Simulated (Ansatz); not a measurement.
The parent structure is Se (space group P3_121, No. 152; a = 4.5057 Å, c = 4.9913 Å; made of chains). Axes: x lies along a and z along c of the hexagonal cell.

All numbers come from r2SCAN in Ansatz (plane waves to 500 eV, PAW, no spin-orbit coupling).

Modification: uniaxial stress, 3 GPa compression along z; all other stress components relax to zero.

Question: Estimate the effect on the mean lateral Poisson ratio and energy relative to the base.

Answer: The mean lateral Poisson ratio comes out as 0.67; the energy increases by 14 meV/atom.

Load acts through the strain it causes; cell and atoms are relaxed under it. Beyond what the load breaks, stability against distortions was not tested. No dispersion term is included, though the crystal is made of layers, chains or molecules, so its spacings can come out too wide.

Ansatz is a program for electronic structure.
